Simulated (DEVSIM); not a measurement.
Device: Cr/SiO2/n-GaAs capacitor, at 300 K.

Layer 1 from the left is SiO2, thickness (nm) 1.30. Layer 2 from the left is GaAs, thickness (nm) 3600, Nd (cm⁻³) 3.2e16.

Metal gate on the left, work function 4.5 eV. Fixed charge at the semiconductor interface 0 cm⁻² (in units of +e); no interface traps.

Constants are typed, rounded textbook-type inputs, not results; the design itself was drawn at random and stands for no fabricated device. Values at 300 K.

SiO2: gap (eV) 9, affinity (eV) 0.9, permittivity 3.9. GaAs: gap (eV) 1.424, affinity (eV) 4.07, permittivity 12.9, Nc (cm⁻³) 4.7e17, Nv (cm⁻³) 9e18.

### Question
Estimate by hand the flat-band voltage, the threshold voltage, and compare with a numerical solution.

### Answer

- Flat-band voltage: C = 2.66 μF/cm², work-function difference 0.361 V; VFB = φms − qNf/C = 0.36 V; numerical 0.36 V.
- Threshold voltage: φF = 0.604 V, depletion charge √(4εqNφF) = 1.19e-7 C/cm²; VT = VFB − 2φF − Qd/C = -0.89 V; numerical -0.89 V.

Simulated with DEVSIM: 1D Poisson equation in equilibrium, Boltzmann statistics, complete ionisation; no quantum confinement or tunnelling. Metal contacts follow the ideal Schottky-Mott rule: no Fermi-level pinning, no interface dipoles.
